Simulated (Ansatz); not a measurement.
System: Ta₂H (C222, No. 21; cell taken from a computed entry). Method: r²SCAN (Ansatz, a quantum-chemistry and plane-wave program, PAW).

Run with plane-wave cutoff 500 eV, 14×14×8 k mesh (along the axes of the cell as run), Fermi–Dirac smearing 0.05 eV, scalar-relativistic PAW data made under PBE.

Computed at the level's own relaxed cell.

Task: Predict the equilibrium volume per atom.

Result: 
- equilibrium volume per atom: 12.90 Å³/atom

The run finds no gap.

Note: the relaxation could not lower the start's symmetry, so the cell can be a saddle point above a distorted one.

Spin–orbit coupling is not included.
